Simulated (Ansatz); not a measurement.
A constructed model of the (110) surface of bcc Mo, a layer of Au in place of the second plane (bottom of the slab: a bare face, its two planes held)

These are PBE (plane waves to 420 eV, PAW; Ansatz, a program for electronic structure) values and carry that method's errors.

Set-up: 6 atoms, 11.0 Å thick at the start with caps and adatoms (thin: gaps and levels are the slab's own); mesh 14x14x1; 0.1 eV smearing; dipole correction on; 2 atoms held, the rest relaxed; start symmetry kept, larger cells not searched; no spin, no spin-orbit, no U. In PBE it lies 0.25 eV a 1x1 cell over the lowest computed structure of the same composition (a layer of Au in place of the third plane).

```
Property                                                       Value
-----------------------------  -------------------------------------
work function of the top face                                5.27 eV
energy released by relaxation                                0.50 eV
cost                           about 4 core-minutes (a rough figure)
```
